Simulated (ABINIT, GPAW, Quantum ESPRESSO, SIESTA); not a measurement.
# PdIn (Pm-3m, 2 atoms in the cell) computed with different codes at matched settings

Self-consistent single point.

```
CELL_PARAMETERS angstrom
      3.28152     0.00000     0.00000
      0.00000     3.28152     0.00000
      0.00000     0.00000     3.28152
ATOMIC_POSITIONS crystal
  In 0.50000 0.50000 0.50000
  Pd 0.00000 0.00000 0.00000
```

All programs got the same cell, k-point mesh and kind of occupations (in GPAW's words: kpts = 13 13 13; mesh shift (steps) = 0 0 0; occupations.name = fermi-dirac; occupations.width = 0.136 eV); potentials, basis and cutoffs are each program's usual ones.

```tsv
code	model	pressure (GPa)	k-points	cutoff
GPAW	PBE, GPAW PAW datasets PBE (gpaw-data 1.0.1)	2.22	84	550 eV
SIESTA	GGA PBE, numerical atomic orbitals DZP, PseudoDojo PBE standard norm-conserving potentials (rewritten from UPF to PSML)	2.49	1099	grid 300 Ry
Quantum ESPRESSO	PBE, PSlibrary PAW (PBE) pseudopotentials	1.71	84	50 Ry
ABINIT	PBE, PAW (JTH v2.0 PBE PAW)	2.60	84	24 Ha
```

The spread over the programs that give each value: pressure within 0.89 GPa.

The starting cell has typed, rounded lattice constants, without a prior relaxation at this level. Its lattice was rescaled by a random factor within 2.5 % of one. On GPAW's run: Spin polarisation is off.

Task: Why do the programs differ, and what cannot be compared?

Result: Differences of this kind can come from the potentials, where these differ, and from what each basis and cutoff leave unconverged. The valence holds different numbers of electrons (GPAW 29, SIESTA 31, Quantum ESPRESSO 23, ABINIT 31). The zero of total energies and Fermi levels follows the potentials and each program's conventions, so they are not compared here. SIESTA uses small atom-centred bases, whose incompleteness enters pressures, forces and empty levels differently from a plane-wave cutoff. The programs reduce the same mesh by symmetry to different extents, which changes the work and not the result.

Left out of this page: Elk and FLEUR (not drawn, or without a comparable value).
